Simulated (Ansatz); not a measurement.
The parent structure is AlRu in the CsCl type structure (space group Pm-3m, No. 221; a = 2.983 Å; relaxed with 0.1 eV smearing).

Method: r2SCAN in Ansatz (plane waves to 500 eV, PAW, scalar-relativistic without spin-orbit coupling).

Strains are applied to the cell and any free atomic positions relax.

One change was made to it. Results:

The energy rises by 8.5 meV/atom; the pressure goes from zero to 7.1 GPa.

Task: Which of these changes matches the shifts?
A) isotropic strain −2.00 %
B) isotropic strain −3.00 %
C) isotropic strain −1.00 %

Result: C, isotropic strain −1.00 %. For comparison, the energy relative to the base in the other runs: isotropic strain −2.00 % gives +35 meV/atom; isotropic strain −3.00 % gives +82 meV/atom.

Whether these cells are dynamically stable was not tested. The final runs are not spin-polarised.

Ansatz is a first-principles code.
